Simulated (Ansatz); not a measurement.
We consider B (model structure, started from the C4 type, I4₁32, No. 214, 4 atoms in the cell), described by G0W0@PBEsol in Ansatz (hard PAW, contour deformation, complete-basis limit).

Settings: largest k mesh 8×8×8 (not extrapolated in the mesh).

Cell (relaxed with PBEsol):

```cif
data_B8
_chemical_formula_sum 'B8'
_space_group_name_H-M_alt 'I4132'
_space_group_IT_number 214
_space_group_name_Hall 'I 4bd 2c 3'
_cell_length_a 4.63295
_cell_length_b 4.63295
_cell_length_c 4.63295
_cell_angle_alpha 90.000
_cell_angle_beta 90.000
_cell_angle_gamma 90.000
loop_
_atom_site_label
_atom_site_type_symbol
_atom_site_symmetry_multiplicity
_atom_site_Wyckoff_symbol
_atom_site_fract_x
_atom_site_fract_y
_atom_site_fract_z
_atom_site_occupancy
B1 B 8 a 0.12500 0.12500 0.12500 1
```
(The calculation used a cell of 4 atoms; values per cell refer to that cell.)

Estimate the band gap that the calculation returns.


- band gap: 2.14 eV (indirect)

Note: the correction to the complete basis was taken at k points off the band edges; the relaxation could raise the start's symmetry but not lower it, so the cell can be a saddle point; the gap holds a correction of +0.17 eV to the complete basis, taken at k points off the band edges; the gap is lowered by 0.17 eV for band edges off the mesh, as the parent functional finds them.

The computed numbers hold no vibrational or temperature effects.

A model structure was made by putting elements into a prototype or built by hand; it is no filed structure, need not be a known phase, and can be a saddle point held by its symmetry.

Ansatz is a first-principles code.
